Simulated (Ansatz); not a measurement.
The reference is SnSb2Te4 (space group R-3m, No. 166; a = 4.326 Å, c = 40.762 Å (hexagonal axes)).

Level of theory: PBE-D3(BJ) in Ansatz (plane waves to 420 eV, PAW, spin-orbit coupling left out).

One change was made to it. Results:

The density grows by 0.84 g/cm³, from 6.58 g/cm³ to 7.42 g/cm³; the c/a ratio grows by 0.118 (9.423 → 9.541).

Task: Which of these changes matches the shifts?
A. pressure 30 GPa
B. pressure 7 GPa
C. pressure 3 GPa

Result: B, pressure 7 GPa. For comparison, the density in the other runs: pressure 30 GPa gives 10.07 g/cm³; pressure 3 GPa gives 6.98 g/cm³.

A case with no gap was solved on a k-mesh chosen for an insulator, which is coarse for it. From pressure 30 GPa on, the axis ratios lie over 15 % from the base's, so the cell there is far from its starting form. Load acts through the strain it causes; cell and atoms are relaxed under it. Stability against distortions was not tested. No other phases were tried under pressure. All final runs are without spin polarisation. The program warned that a D3 coordination switch lies within reach, so dispersion energies are less smooth here.

Ansatz is a first-principles code.
